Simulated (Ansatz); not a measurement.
Start from Rh in the fcc (Cu type) structure (space group Fm-3m, No. 225; a = 3.800 Å). Axes: x, y, z lie along the cube axes.

Structures relaxed with r2SCAN in Ansatz (plane waves to 500 eV, PAW, no SOC).

Base:

Simulated powder pattern, Cu Kα1, λ = 1.54056 Å (kinematic, ideal powder, no thermal factors, no anomalous dispersion; the 8 strongest lines at most, above 2 %, up to 2θ = 90°):

```
2θ (°)  I/Imax (%)    hkl
------  ----------  -----
41.11          100  (111)
47.83           48  (200)
69.97           29  (220)
84.49           35  (311)
89.21           11  (222)
```

After one change:

Simulated powder pattern, Cu Kα1, λ = 1.54056 Å (kinematic, ideal powder, no thermal factors, no anomalous dispersion; the 8 strongest lines at most, above 2 %, up to 2θ = 90°):

```
2θ (°)  I/Imax (%)
------  ----------
41.24          100
47.44           33
49.09           15
69.34           10
70.65           19
83.99           24
86.46           11
89.56           11
```

Question: Name the change that was made.
(A) biaxial strain +0.69 %, plane normal [001], relaxed out of plane
(B) uniaxial stress, 8 GPa compression along z
(C) biaxial strain +1.14 %, plane normal [001], relaxed out of plane
(D) biaxial strain −0.38 %, plane normal [111], relaxed out of plane

Answer: B, uniaxial stress, 8 GPa compression along z. Its volume per atom is 13.60 Å³ against 13.72 Å³, and its space group is I4/mmm (No. 139).

Beyond what the load breaks, stability against distortions was not tested. All final runs are without spin polarisation.

Ansatz is a program for electronic structure.
